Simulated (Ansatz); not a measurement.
AlB2-type TiB2, treated with PBE in Ansatz (PAW).

Run with plane-wave cutoff 520 eV, 24×24×18 k mesh (along the axes of the cell as run), Fermi–Dirac smearing 0.05 eV, no spin polarisation, scalar-relativistic PAW data made under PBE.

Response to compression and expansion:

Shape and atoms are relaxed at each volume.

```tsv
V (Å³/atom)	P (GPa)	c (Å)	a (Å)
8.214	11.08	3.169	2.996
8.385	5.27	3.196	3.014
8.556	0.01	3.224	3.032
8.727	-4.76	3.251	3.049
8.898	-9.08	3.278	3.066
```

Note: the bulk modulus comes from volumes at which shape and atoms were relaxed.

Ansatz is a program for electronic structure.
